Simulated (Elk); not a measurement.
Worked example: self-consistent single point of ZnO (P6_3mc, 4 atoms in the cell) in Elk

Computed with Elk with PBE, all-electron FP-LAPW, Elk's shipped species files, LAPW+lo basis.

Input:

```
tasks
  0

xctype
  20

rgkmax
  7.5

gmaxvr
  16.0

nxoapwlo
  1

stype
  3

swidth
  0.000367493

avec
    6.1177044976    0.0000000863    0.0000000000
   -3.0588523235    5.2980874646    0.0000000000
    0.0000000000    0.0000000000    9.8682632064

sppath
  'species/'

atoms
  2   : nspecies
  'Zn.in'   : spfname
  2   : natoms; atposl, bfcmt below
  0.6666666667  0.3333333333  0.5005900000    0.0 0.0 0.0
  0.3333333333  0.6666666667  0.0005900000    0.0 0.0 0.0
  'O.in'   : spfname
  2   : natoms; atposl, bfcmt below
  0.6666666667  0.3333333333  0.8797200000    0.0 0.0 0.0
  0.3333333333  0.6666666667  0.3797200000    0.0 0.0 0.0

ngridk
  6 6 4
```

Output (repeated stretches shortened):

```
│ Elk code version 10.2.4 │

All units are atomic (Hartree, Bohr, etc.)

│ Ground-state run starting from atomic densities │

Lattice vectors :
   6.117704498      0.8630000000E-07   0.000000000
  -3.058852324       5.298087465       0.000000000
   0.000000000       0.000000000       9.868263206

Unit cell volume      :    319.8514672
Brillouin zone volume :   0.7755168849

Muffin-tin inner radius fraction :   0.1000000000E-01

Nuclei treated as point charges

Species :    1 (Zn)
 parameters loaded from : Zn.in
 name : zinc
 nuclear charge    :   -30.00000000
 electronic charge :    30.00000000
 atomic mass :    119233.3129
 muffin-tin radius :    2.101727239
 number of radial points in muffin-tin :    497
 atomic positions (lattice), magnetic fields (Cartesian) :
   1 :   0.00000000  0.00000000  0.00000000    0.00000000  0.00000000  0.00000000
   2 :   0.66666667  0.33333333  0.50000000    0.00000000  0.00000000  0.00000000

Species :    2 (O)
 parameters loaded from : O.in
 name : oxygen
 nuclear charge    :   -8.000000000
 electronic charge :    8.000000000
 atomic mass :    29165.12202
 muffin-tin radius :    1.576295429
 number of radial points in muffin-tin :    297
 atomic positions (lattice), magnetic fields (Cartesian) :
   1 :   0.00000000  0.00000000  0.37913000    0.00000000  0.00000000  0.00000000
   2 :   0.66666667  0.33333333  0.87913000    0.00000000  0.00000000  0.00000000

Total number of atoms per unit cell :    4

Spin treatment :
 spin-unpolarised

Number of Bravais lattice symmetries :   24
Number of crystal symmetries         :   12
Crystal has no inversion symmetry
Complex Hermitian eigensolver will be used

k-point grid :      6     6     4
k-point offset :    0.000000000       0.000000000       0.000000000
k-point set is reduced with full crystal symmetry group
Total number of k-points :       28

Muffin-tin radius times maximum |G+k| :    7.500000000
 using average radius
Maximum |G+k| for APW functions       :    4.078278291
Maximum (1/2)|G+k|²                   :    8.316176909
Maximum |G| for potential and density :    16.00000000
 potential will be trimmed for |G| > 2 gkmax
Constant for pseudocharge density :    8
Radial integration step length :    4

G-vector grid sizes :     32    32    54
Number of G-vectors :    22131

Maximum angular momentum used for
 APW functions                      :    8
 outer part of muffin-tin           :    6
 inner part of muffin-tin           :    1

Total nuclear charge    :   -76.00000000
Total core charge       :    28.00000000
Total valence charge    :    48.00000000
Total excess charge     :    0.000000000
Total electronic charge :    76.00000000

Effective Wigner radius, rₛ :    1.001571709

Number of empty states         :   16
Total number of valence states :   40
Total number of core states    :   28

Total number of local-orbitals :   44

Exchange-correlation functional :     20     0     0
 Perdew-Burke-Ernzerhof, Phys. Rev. Lett. 77, 3865 (1996)
 gradient requirement :    1
 generalised gradient approximation (GGA)

Smearing type :    3
 Fermi-Dirac
Smearing width :   0.3674930000E-03
Effective electronic temperature (K) :    116.0451112

Mixing type :    3
 Broyden mixing, J. Phys. A: Math. Gen. 17, L317 (1984)

Kohn-Sham potential initialised from atomic data

│ Self-consistent loop started │
│ Loop number : 1 │
 total energy                :     -3749.75926653
│ Loop number : 2 │
 total energy                :     -3749.80117981
RMS change in Kohn-Sham potential (target) :    1.405012206     (  0.1000000000E-05)
Absolute change in total energy (target)   :   0.4191327908E-01 (  0.1000000000E-03)
│ Loop number : 3 │
 total energy                :     -3749.31098672
RMS change in Kohn-Sham potential (target) :    1.372171529     (  0.1000000000E-05)
Absolute change in total energy (target)   :   0.4797147782     (  0.1000000000E-03)
│ Loop number : 4 │
 total energy                :     -3747.27894118
RMS change in Kohn-Sham potential (target) :   0.6919458180     (  0.1000000000E-05)
Absolute change in total energy (target)   :    2.151974226     (  0.1000000000E-03)
│ Loop number : 5 │
 total energy                :     -3743.67933355
RMS change in Kohn-Sham potential (target) :   0.2179822819     (  0.1000000000E-05)
Absolute change in total energy (target)   :    4.137601186     (  0.1000000000E-03)
│ Loop number : 6 │
 total energy                :     -3743.17382392
RMS change in Kohn-Sham potential (target) :   0.6267325225E-01 (  0.1000000000E-05)
Absolute change in total energy (target)   :    1.539909930     (  0.1000000000E-03)
│ Loop number : 7 │
 total energy                :     -3742.85692067
RMS change in Kohn-Sham potential (target) :   0.1494188550E-01 (  0.1000000000E-05)
Absolute change in total energy (target)   :   0.7018807316     (  0.1000000000E-03)
│ Loop number : 8 │
 total energy                :     -3742.97204828
RMS change in Kohn-Sham potential (target) :   0.2086433493E-02 (  0.1000000000E-05)
Absolute change in total energy (target)   :   0.6034257568E-01 (  0.1000000000E-03)
│ Loop number : 9 │
 total energy                :     -3742.99191687
RMS change in Kohn-Sham potential (target) :   0.1371576771E-02 (  0.1000000000E-05)
Absolute change in total energy (target)   :   0.4782952305E-02 (  0.1000000000E-03)
│ Loop number : 10 │
 total energy                :     -3742.98377117
RMS change in Kohn-Sham potential (target) :   0.3687024258E-03 (  0.1000000000E-05)
Absolute change in total energy (target)   :   0.6949966672E-02 (  0.1000000000E-03)
│ Loop number : 11 │
 total energy                :     -3742.97985045
RMS change in Kohn-Sham potential (target) :   0.2338086814E-03 (  0.1000000000E-05)
Absolute change in total energy (target)   :   0.5658209313E-02 (  0.1000000000E-03)
│ Loop number : 12 │
 total energy                :     -3742.97692213
RMS change in Kohn-Sham potential (target) :   0.1534099670E-04 (  0.1000000000E-05)
Absolute change in total energy (target)   :   0.4342871485E-02 (  0.1000000000E-03)
│ Loop number : 13 │
 total energy                :     -3742.97609355
RMS change in Kohn-Sham potential (target) :   0.3769001614E-05 (  0.1000000000E-05)
Absolute change in total energy (target)   :   0.1914299849E-02 (  0.1000000000E-03)
│ Loop number : 14 │
 total energy                :     -3742.97619830
RMS change in Kohn-Sham potential (target) :   0.1761012871E-05 (  0.1000000000E-05)
Absolute change in total energy (target)   :   0.3738253195E-03 (  0.1000000000E-03)
│ Loop number : 15 │
 total energy                :     -3742.97612882
RMS change in Kohn-Sham potential (target) :   0.3961623650E-06 (  0.1000000000E-05)
Absolute change in total energy (target)   :   0.1629346557E-03 (  0.1000000000E-03)
│ Loop number : 16 │
 total energy                :     -3742.97611663
RMS change in Kohn-Sham potential (target) :   0.1792039395E-06 (  0.1000000000E-05)
Absolute change in total energy (target)   :   0.5293122103E-04 (  0.1000000000E-03)
Convergence targets achieved

│ Loop number : 17 │

Energies :
 Fermi                       :     0.158467472480
 sum of eigenvalues          :     -2131.03487589
 electron kinetic            :      3808.12029450
 core electron kinetic       :      3347.75342133
 Coulomb                     :     -7390.39741766
 Coulomb potential           :     -5730.60230359
 nuclear-nuclear             :     -474.387387698
 electron-nuclear            :     -8101.41775634
 Hartree                     :      1185.40772638
 Madelung                    :     -4525.09626587
 xc potential                :     -208.552866800
 exchange                    :     -157.290997833
 correlation                 :     -3.40799019331
 electron entropic           :    -0.751452340903E-12
 total energy                :     -3742.97611119

Density of states at Fermi energy :   0.2721825367E-06
 (states/Hartree/unit cell)

Estimated indirect band gap :   0.2954210705E-01
 from k-point      1 to k-point      1
Estimated direct band gap   :   0.2954210705E-01
 at k-point      1

Charges :
 core                        :    28.00000000
 valence                     :    48.00000000
 interstitial                :    5.046825956
 muffin-tins (core leakage)
  species :    1 (Zn)
   atom    1                 :    28.39612265     (  0.4894683558E-03)
   atom    2                 :    28.39612265     (  0.4894683558E-03)
  species :    2 (O)
   atom    1                 :    7.080464374     (  0.1395845295E-06)
   atom    2                 :    7.080464374     (  0.1395845295E-06)
 total in muffin-tins        :    70.95317404
 total calculated charge     :    75.99631719
 total charge                :    76.00000000
 error                       :   0.3682813664E-02

│ Self-consistent loop stopped │
```

The run converged in 17 iterations. The count includes the last loop, which Elk runs after its targets are met.

The starting cell comes from a database of computed structures (which also holds hypothetical and non-ambient phases and stackings), without a prior relaxation at this level. Values depend on the basis (sphere radii, cutoffs, local orbitals), which need not be converged.

Cost on one core of a shared machine: roughly 60 s.
